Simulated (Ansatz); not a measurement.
System: Cu2Sb (P4/nmm, No. 129). Method: PBEsol in Ansatz (plane waves, PAW).

Numerical settings: plane-wave cutoff 520 eV, 14×14×10 k mesh (along the axes of the cell as run), Fermi–Dirac smearing 0.05 eV, no spin polarisation, scalar-relativistic PAW data made under PBE.

Computed at the level's own relaxed cell.

### Question
What does this level give for the lattice parameter a, lattice parameter c and bulk modulus?

### Answer

- lattice parameter a = 3.959 Å
- lattice parameter c = 6.039 Å
- bulk modulus = 108 GPa

The run finds no gap.

Note: the bulk modulus is −V dP/dV from two relaxed cells at ±2 % in volume.

Spin–orbit coupling is not included; it can open a gap where bands touch, and shift volumes and moduli.

Computed values are for the static lattice.

Ansatz is a program for electronic structure.
